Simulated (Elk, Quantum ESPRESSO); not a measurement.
## Equation of state of zinc-blende BP (space group 216): energy against volume (Elk, PBE)

```
BP
1.0
    0.00000     2.22964     2.22964
    2.22964     0.00000     2.22964
    2.22964     2.22964     0.00000
B P
1 1
Direct
  0.00000   0.00000   0.00000
  0.75000   0.75000   0.75000
```

Level of theory: PBE, all-electron FP-LAPW, Elk's shipped species files, default APW+lo basis in Elk. Settings: xctype = 20; rgkmax = 7.98; swidth = 0.000367493 Ha; ngridk = 12 12 12; rmtscf = 0.85; maxscl = 100; sphere radii = {B: 1.53, P: 1.87} bohr. The cell above is the first row's. The rows scale it uniformly. In all rows fractional positions and the k mesh are held. E is the free energy at the stated smearing, counted from the lowest row.

```
V (Å^3/atom)  E (meV/atom)
------------  ------------
11.084               25.86
11.325               11.27
11.566                2.84
11.807                0.00
12.048                2.22
12.289                9.00
12.530               19.91
12.771               34.58
13.012                   ?
```

Taking the third-order Birch-Murnaghan form, a cubic in V^(-2/3) for E over the 8 complete rows: With u = V^(-2/3) - 0.192, the rows have u = 0.009157, 0.006293, 0.003529, 0.000859, -0.001721, -0.004217, -0.006633, -0.008972. Least squares gives E = 0.200 - 541.11·u + 365961·u² - 90048·u³. Residuals (row less fit): -0.002, 0.005, -0.004, -0.005, 0.004, 0.003, -0.007, 0.001; standard error 0.006 (degrees of freedom: 4). Its minimum lies at u = 0.000740, so V0 = (0.192740)^(-3/2) = 11.82. There d²E/du² = 731500 and d³E/du³ = -540300, so B0 = (4/9) × 11.82^(-7/3) × 731500 × 0.160218 = 164 GPa (the last factor turns the table's units into GPa), and B0' = 4 + (2/3) × 0.192740 × (-540300)/731500 = 3.9.

Q: Predict the withheld E at V = 13.012 from the fit, and compare with the calculation.

A: u = -0.011239, so E = 0.200 - 541.11 × (-0.011239) + 365961 × (-0.011239)² - 90048 × (-0.011239)³ = 52.636 meV/atom. The calculation gives 52.68 meV/atom, 0.044 meV/atom above the prediction (0.1 % of the range of E in the table). The row lies outside the fitted rows, so this is an extrapolation. From the scatter of the fitted rows alone, a prediction at this place has a standard error of 0.015 meV/atom, so the miss is 3.0 times that.

Carrying the step between the two nearest rows on in a straight line would have given 49.25, off by 3.43; series whose last step already gives the withheld value aren't shown. The scan was laid around a cell of about the measured size, scaled by a guess for this functional. The runs keep the symmetry of the cell, so they don't test it for distortions. A plane-wave scan with the same functional (Quantum ESPRESSO, GBRV) gives V0 = 11.75 Å^3/atom and B0 = 162 GPa; a Birch-Murnaghan fit to all rows here lies 0.6 % from it in V0 and 1 % in B0; the two differ in basis, and may differ in potentials and mesh. Values depend on the basis (sphere radii, cutoffs, local orbitals), which need not be converged. Sphere radii are the same in all rows. Cutoffs and mesh are single choices, not tested for convergence of this quantity. Series with a scatter that would blur these digits, or in which a gap closes, are not shown. Nor are scans whose minimum lies at an end fitted in this form.
